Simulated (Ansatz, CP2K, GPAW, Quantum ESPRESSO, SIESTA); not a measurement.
## As (R-3m, 2 atoms in the cell) computed with different codes at matched settings

Self-consistent single point.

```
As
1.0
    1.87741     1.08392     3.70434
   -1.87741     1.08392     3.70434
    0.00000    -2.16785     3.70434
As
2
Cartesian
  0.00000   0.00000   2.49409
  0.00000   0.00000   8.61892
```

Shared settings, as Ansatz (an electronic-structure program) writes them: kpoints.mp_grid.grid = 11 11 11; scf.occupations.method = fermi_dirac; scf.occupations.width = 0.1 eV. Potentials and cutoffs stand in the table.

| code | model | pressure (GPa) | largest force (eV/Å) | cutoff |
|---|---|---|---|---|
| GPAW | LDA (Perdew-Wang 92), GPAW PAW datasets LDA (gpaw-data 1.0.1) | -2.77 | 0.113 | 600 eV |
| Quantum ESPRESSO | LDA (PZ), PSlibrary ultrasoft (LDA) pseudopotentials | -2.86 | 0.108 | 30 Ry |
| Ansatz | LDA (PW92), PAW files made with PBE | -3.01 | 0.059 | default |
| SIESTA | LDA PW92, numerical atomic orbitals TZP, PseudoDojo LDA standard norm-conserving potentials (rewritten from UPF to PSML) | 0.78 | 0.750 | grid 350 Ry |
| CP2K | LDA (Pade form), GPW, DZVP-MOLOPT-SR-GTH basis, GTH-PADE potentials (GTH_POTENTIALS) | -2.75 | 0.173 | grid 400 Ry |

The spread over the programs that give each value: pressure within 3.79 GPa; largest force within 0.691 eV/Å.

SIESTA and CP2K use small atom-centred bases, whose incompleteness enters pressures, forces and empty levels differently from a plane-wave cutoff. Ansatz's pressure is given at a fixed set of plane waves, as the other plane-wave codes print theirs; with its correction for the finite basis it is -2.97 GPa. The same LDA comes in different parametrisations, which differ slightly. In the pressure, SIESTA (by 3.64) lies more than 1 GPa from the median of the plane-wave programs. In the force vectors, SIESTA (by 0.642) lies more than 0.08 eV/Å from the median of the plane-wave programs.

The starting cell comes from a database of computed structures (which also holds hypothetical and non-ambient phases and stackings), without a prior relaxation at this level.

Keys are those of Ansatz 0.2.
